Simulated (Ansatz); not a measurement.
Terminations of the (110) surface of bcc Nb, measured from the surface 'clean 1x1'. Atoms come from or go to: Al: fcc Al, C: graphite, I: ½ I2(g), In: tetragonal indium, Nb: bcc Nb, Pd: fcc Pd, Rh: fcc Rh, Ru: hcp Ru, Sb: rhombohedral Sb, Si: silicon, Sn: beta tin, Te: trigonal Te. ΔE is the energy of forming the row's surface from that one (negative: more stable at these reservoirs); the vacuum level's shift is aligned on the shared bottom. No zero-point or thermal terms. These are constructed structures in small cells; real faces may alloy, dewet or reconstruct in larger ones, and not all known structures of the face are among them. Slabs of about 12 Å with all that they carry, Fermi-Dirac smearing of 0.1 eV. Bottom of the slabs: a bare face, its two planes held. Relaxed from the named starts with such symmetry as they have, on meshes of like density; energies extrapolated to zero smearing; no spin-orbit coupling, no U. Spin-polarised runs, if any, are marked in brackets, and their order is one that fits the cell; the others ran without spin. A dash marks a value that is undefined for that row (no clear gap, or no work function of a gapped slab) or was not read reliably on its mesh.

Calculation: PBE (plane waves to 420 eV, PAW; Ansatz, a first-principles code).

```
surface                                                                                                                      atoms added per 1x1  ΔE per 1x1 (eV)  shift of the vacuum level (eV)  work function (eV)
---------------------------------------------------------------------------------------------------------------------------  -------------------  ---------------  ------------------------------  ------------------
p(2x2) layer of Sn, one a cell, on the site that continues the host's stacking                                                          +0.25 Sn            -0.19                            0.15                4.64
a cell of two sites (a+b, b-a) layer of I, one a cell, on the site that continues the host's stacking                                     +0.5 I       (withheld)                           -1.02                3.47
a layer of Ru in place of the third plane                                                                                           -1 Nb, +1 Ru       (withheld)                            0.08                4.54
a layer of Al in place of the second plane                                                                                          +1 Al, -1 Nb            -0.17                            0.41                4.90
a pseudomorphic layer of In in the host's stacking                                                                                         +1 In       (withheld)                           -0.46                4.03
a cell of two sites (a+b, b-a) layer of Si, one a cell, on the site that continues the host's stacking                                   +0.5 Si       (withheld)                            0.20                4.69
a layer of Rh in place of the third plane                                                                                           -1 Nb, +1 Rh            -0.63                            0.10                4.56
a cell of two sites (a+b, b-a) layer of Sb, one a cell, on the site that continues the host's stacking                                   +0.5 Sb            -0.74                            0.40                4.88
a layer of Pd in place of the third plane                                                                                           -1 Nb, +1 Pd            -0.58                            0.05                4.51
one row in 3 of the top plane missing                                                                                                  -0.333 Nb             0.30                           -0.74                3.76
a cell of two sites (a+b, b-a) layer of C, one a cell, on the site that continues the host's stacking (2 C–Nb bonds formed)               +0.5 C             0.21                            0.50                4.98
a cell of two sites (a+b, b-a) layer of Te, one a cell, on the site that continues the host's stacking                                   +0.5 Te       (withheld)                            0.02                4.51
```

### Question
What belongs in the gaps?

### Answer

- a cell of two sites (a+b, b-a) layer of I, one a cell, on the site that continues the host's stacking, ΔE per 1x1 (eV): -1.07
- a layer of Ru in place of the third plane, ΔE per 1x1 (eV): -0.24
- a pseudomorphic layer of In in the host's stacking, ΔE per 1x1 (eV): -0.56
- a cell of two sites (a+b, b-a) layer of Si, one a cell, on the site that continues the host's stacking, ΔE per 1x1 (eV): -0.14
- a cell of two sites (a+b, b-a) layer of Te, one a cell, on the site that continues the host's stacking, ΔE per 1x1 (eV): -1.15
